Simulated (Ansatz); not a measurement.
Input:

End structure of a constructed model of the (111) surface of fcc Al, a layer of Ni in place of the third plane (bottom of the slab: a bare face, its two planes held):

```
CELL_PARAMETERS angstrom
      2.85810     0.00000     0.00000
     -1.42905     2.47518     0.00000
      0.00000     0.00000    28.00000
ATOMIC_POSITIONS crystal
  Al 0.33333 0.66667 0.29100
  Al 0.66667 0.33333 0.37434
  Al 0.00000 0.00000 0.45617
  Ni 0.33333 0.66667 0.52191
  Al 0.66667 0.33333 0.58846
  Al 0.00000 0.00000 0.67298
```

Model: 6-atom slab, 11.7 Å thick at the start with caps and adatoms (thin: gaps and levels are the slab's own), 15x15x1 mesh, Fermi-Dirac 0.1 eV, dipole correction, 2 atoms held, the rest relaxed; symmetry of the start imposed; spin-polarised, no spin-orbit, no U. The starting moment vanished. In PBE it is, or lies within 0.01 eV a 1x1 cell of, the lowest of the 2 structures of its composition computed so far; subsurface sites and larger cells were not tried.

Q: What work function of the top face does PBE run with Ansatz (an electronic-structure program) give?

A: 4.12 eV
